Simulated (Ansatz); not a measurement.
The reference is MgO (space group P6_3/mmc, No. 194; a = 3.494 Å, c = 4.194 Å; a cell from a computed database, its experimental status unchecked).

One thing is altered: hydrostatic tension (pressure −1 GPa).

Levels (all Ansatz, a quantum-chemistry and plane-wave program, PAW): PBEsol (420 eV, no spin-orbit coupling); HSE06 (420 eV, no SOC).

The geometry is relaxed with PBEsol.

| Item | Result |
|---|---|
| PBEsol band gap | 3.24 eV |

Problem. What does HSE06 give at this geometry for the band gap?

Solution. The band gap goes up by 1.72 eV, from 3.24 eV to 4.96 eV.

Single points use the geometry relaxed with PBEsol. Load acts through the strain it causes; cell and atoms are relaxed under it. Stability against distortions was not tested. This is not the structure that MgO has at room temperature and ambient pressure.
